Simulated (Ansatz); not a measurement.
Computed paths: interstitial H in hcp Mg, neutral cell

Defect migration in hcp Mg: interstitial H, neutral cell. Level of theory: PBE, PAW (plane waves to 420 eV; Ansatz, a quantum-chemistry and plane-wave program).

Cell of 36 host sites held at the relaxed PBE lattice; a 3×3×3 k-point mesh shifted by half a step along c; Fermi-Dirac width 0.10 eV, spin-restricted; finite-size errors left in. No zero-point or tunnelling terms. Sites that were not tried may lie lower.

Barriers: single points on a 5×5×5 k-point mesh shifted by half a step along c at the bands' geometries.

| Route | Start site over the lowest site run (eV) | Hop (Å) | Forward barrier (eV) | Backward barrier (eV) | Neighbours at the start | Neighbours at the saddle | Saddle order | Forward, on the band's own sampling (eV) |
|---|---|---|---|---|---|---|---|---|
| H moves alone to another site | 0.00 | 2.01 | 0.21 | 0.09 | 3 Mg at 1.99, Mg at 2.06 Å | 2 Mg at 1.93, Mg at 1.94 Å | not checked, on a symmetry element | 0.22 |

Paths come from nudged elastic bands with a climbing image.  A band can be held on a symmetry element, so unchecked saddle points there may be too high. A further band (H moves alone to another site, 2.40 Å) gave 0.22 eV forward on its own sampling, 0.22 eV above the lowest site run, but a shoulder points to a second hump between its images, so it is not taken as a result.
